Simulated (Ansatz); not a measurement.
Cost and result by functional for the surface energy of the (331) surface of fcc Ir in its 1x1 cell, outermost plane spacing 0.89 Å in the ideal cut, in Ansatz (plane waves, PAW). Single points on the PBE structure, on one kind of machine; costs are rough ratios of the slab run's core time (references not counted) to the cheapest single point. r2SCAN's cost holds its higher cutoff (500 against 420 eV). Differences are taken against r2SCAN for comparison alone: no measured value is at hand, so the table doesn't rank accuracy.

Set-up: 12 atoms, 9.8 Å thick at the start (thin: gaps and levels are the slab's own); mesh 14x7x1; 0.1 eV smearing; dipole correction on; all atoms relaxed; held to the part of the start's symmetry that mesh and held atoms allow; no spin, no spin-orbit, no U. These notes are the PBE run's.

```csv
functional,relative cost,surface energy (J/m²),less r2SCAN (J/m²)
PBEsol,1,3.13,0.21
LDA,1,3.29,0.37
RPBE,1,2.43,-0.49
r2SCAN,2,2.92,0.00
PBE (the relaxed run's value),–,2.68,-0.24
```

The values span 0.86 J/m², while the single points' costs differ by a factor of roughly 2. Differences are of unrounded values.

Ansatz is a quantum-chemistry and plane-wave program.
